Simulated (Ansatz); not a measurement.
Input:

End structure of the (111) surface of fcc Ni, ferromagnetic, one row in 4 of the top plane missing (bottom of the slab: a bare face, its two planes held):

```xyz
23
Lattice="2.4886 0.0000 0.0000 -4.9771 8.6207 0.0000 0.0000 0.0000 26.5000" Properties=species:S:1:pos:R:3 pbc="T T T"
Ni    -3.7329     7.9023     8.1702
Ni     0.0000     1.4368     8.1702
Ni    -1.2443     3.5919     8.1702
Ni    -2.4886     5.7471     8.1702
Ni    -2.4886     7.1839    10.2021
Ni     1.2443     0.7184    10.2021
Ni     0.0000     2.8736    10.2021
Ni    -1.2443     5.0287    10.2021
Ni    -3.7328     6.4597    12.2391
Ni     0.0000     0.0005    12.2268
Ni    -1.2442     2.1590    12.2265
Ni    -2.4885     4.3103    12.2351
Ni    -2.4885     5.7354    14.2847
Ni    -3.7327     7.9040    14.2575
Ni     0.0002     1.4435    14.2498
Ni    -1.2442     3.5956    14.2737
Ni    -1.2441     5.0118    16.3636
Ni    -2.4883     7.1688    16.2700
Ni     1.2445     0.7322    16.2616
Ni     0.0003     2.9132    16.3059
Ni    -3.7325     6.5566    18.2436
Ni     0.0003     0.0152    18.2816
Ni    -1.2440     2.1066    18.2227
```

Slab: 23 atoms, 10.2 Å thick at the start (thin: gaps and levels are the slab's own); k 17x5x1, smearing 0.1 eV, dipole-corrected; 8 atoms held, the rest relaxed; held to the part of the start's symmetry that mesh and held atoms allow; spin-polarised, ending with about 15.2 μB a cell; orders that need a larger cell were not tried, no spin-orbit, no U. In PBE it is, or lies within 0.01 eV a 1x1 cell of, the lowest of the 2 structures of its composition computed so far; larger cells were not tried.

Question: What is the computed work function of the top face (PBE (Ansatz, an electronic-structure program))?

Answer: 4.70 eV
